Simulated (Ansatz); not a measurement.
What biaxial strain −4.94 %, plane normal [001], relaxed out of plane does to CdTe

The parent structure is CdTe in the zinc blende structure (space group F-43m, No. 216; a = 6.558 Å). Axes: x, y, z lie along the cube axes.

Modification: compressive biaxial strain of 4.94 % in the plane normal to [001], as in epitaxy on a mismatched substrate; the out-of-plane cell vector and the atoms relax.

The values are results of Kohn–Sham DFT with the r2SCAN functional, run in Ansatz (a program for electronic structure) with PAW and 500 eV plane waves, without spin-orbit coupling, not measurements. k-mesh 9×9×9 (Γ-centred); smearing 0.05 eV (Fermi–Dirac).

```json
[
 {"quantity": "volume per atom", "base": "35.25 Å³", "changed": "33.89 Å³", "shift": "-1.36 Å³"},
 {"quantity": "space group", "base": "F-43m (No. 216)", "changed": "I-4m2 (No. 119)", "shift": "–"},
 {"quantity": "shortest interatomic distance", "base": "2.840 Å", "changed": "2.811 Å", "shift": "-0.029 Å"},
 {"quantity": "energy relative to the base (free energy F)", "base": "0 meV/atom", "changed": "+24 meV/atom", "shift": "+24 meV/atom"},
 {"quantity": "pressure (mean of the normal stresses, compression positive)", "base": "0.00 GPa", "changed": "1.52 GPa", "shift": "+1.52 GPa"},
 {"quantity": "band gap", "base": "1.17 eV", "changed": "1.09 eV", "shift": "-0.08 eV"},
 {"quantity": "gap character", "base": "direct at Γ", "changed": "direct at Γ", "shift": "–"},
 {"quantity": "electron mass", "base": "0.090 mₑ (at Γ)", "changed": "0.096 mₑ out of plane, 0.089 mₑ in plane (at Γ)", "shift": "–"},
 {"quantity": "valence-band top at Γ (three highest levels, from the VBM)", "base": "0.00, 0.00, 0.00 eV", "changed": "0.00, 0.00, -0.47 eV", "shift": "–"},
 {"quantity": "valley order (the lowest conduction-band minima on the path, energy above the VBM, named in the base's zone)", "base": "Γ 1.17 eV; L along ⟨111⟩ 2.20 eV", "changed": "Γ 1.09 eV; L along [111] 1.97 eV; a point along [010], about 0.8 Å⁻¹ from Γ 2.52 eV", "shift": "–"},
 {"quantity": "out-of-plane strain", "base": "–", "changed": "+6.39 %", "shift": "–"},
 {"quantity": "ratio −ε⊥/ε∥", "base": "–", "changed": "1.29", "shift": "–"},
 {"quantity": "mean in-plane stress (compression positive)", "base": "–", "changed": "+2.3 GPa", "shift": "–"}
]
```

Spin-orbit coupling, missing from the scalar runs, can matter with Te. Effective masses come from finite differences of ±0.01 Å⁻¹. No phonon test of stability was made. Labels are those of the standard path for the cell's own space group.
